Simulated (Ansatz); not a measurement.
## SmPd3 (Pm-3m, No. 221)

Level of theory: LDA (Ansatz, an electronic-structure program, PAW).

Run with plane-wave cutoff 500 eV, 14×14×14 k mesh, Fermi–Dirac smearing 0.1 eV, spin-polarised start, scalar-relativistic PAW data made under PBE.

Cell (relaxed at this level):

Pd3Sm is taken in the cubic space group Pm-3m (No. 221), the Cu3Au type structure, Pearson symbol cP4. Conventional cell: a = 4.0497 Å, b = 4.0497 Å, c = 4.0497 Å, α = 90.00°, β = 90.00°, γ = 90.00°. Sm on 1a sees 12 Pd at 2.864 Å and 6 Sm at 4.050 Å. Pd on 3c has 8 Pd at 2.864 Å and 4 Sm at 2.864 Å (cuboctahedral). (Neighbours: up to the widest gap in distance over summed covalent radii, below 1.35, at either atom.)

```json
{
 "band_gap": "zero (no gap)"
}
```

Note: the magnetic order was assumed, not searched for or taken from measurement; the 4f shell is treated without U or exact exchange, so its levels and filling can be wrong.

Spin–orbit coupling is not included.

The computed numbers hold no vibrational or temperature effects.

Computing time: roughly 6 core-minutes.
